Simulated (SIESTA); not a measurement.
Band structure of ScPb3 (I4/mmm, 4 atoms in the cell).

```
ScPb3
1.0
   -2.26730     2.26730     5.52468
    2.26730    -2.26730     5.52468
    2.26730     2.26730    -5.52468
Sc Pb
1 3
Direct
  0.00000   0.00000   0.00000
  0.75000   0.25000   0.50000
  0.25000   0.75000   0.50000
  0.50000   0.50000   0.00000
```

Method of the run: SIESTA 5.4.2 with LDA PW92, numerical atomic orbitals DZP, PseudoDojo LDA standard norm-conserving potentials (rewritten from UPF to PSML).

Settings: XC.functional = LDA; XC.authors = PW92; potentials = PseudoDojo LDA standard; PAO.BasisSize = DZP; PAO.EnergyShift = 0.01 Ry; MeshCutoff = 400 Ry; kgrid.MonkhorstPack = 7 7 7; OccupationFunction = MP; OccupationMPOrder = 0; ElectronicTemperature = 50 meV; MaxSCFIterations = 150; SCF.Mixer.Method = Pulay; SCF.Mixer.Weight = 0.2; SCF.Mixer.History = 8.

The starting cell comes from a database of computed structures (which also holds hypothetical and non-ambient phases and stackings), without a prior relaxation at this level. Spin-orbit coupling is off. Values carry the incompleteness of an atom-centred basis.

Levels in eV from the Fermi level, bands 23 to 28:
| point | 23 | 24 | 25 | 26 | 27 | 28 |
|---|---|---|---|---|---|---|
| Γ | -3.50 | -1.67 | -1.67 | -0.53 | 0.48 | 0.48 |
| X | -4.05 | -3.41 | -3.00 | -1.03 | -0.63 | 1.31 |
| Y | -3.70 | -3.45 | -2.60 | -0.94 | -0.60 | 0.91 |
| S | -2.83 | -1.28 | -1.23 | -0.42 | 0.55 | 0.91 |
| Z | -2.01 | -2.01 | -1.24 | 0.66 | 0.93 | 0.93 |
| S1 | -2.83 | -1.28 | -1.23 | -0.42 | 0.55 | 0.91 |
| N | -3.55 | -1.11 | -0.59 | -0.11 | -0.01 | 0.43 |
| P | -4.23 | -3.08 | -2.39 | -2.39 | 0.35 | 0.78 |
| Y1 | -3.70 | -3.45 | -2.60 | -0.94 | -0.60 | 0.91 |

Bands cross the Fermi level along this path, so the cell is metallic at this level.

Higher empty bands are left out: an atom-centred basis made for the valence describes them poorly.
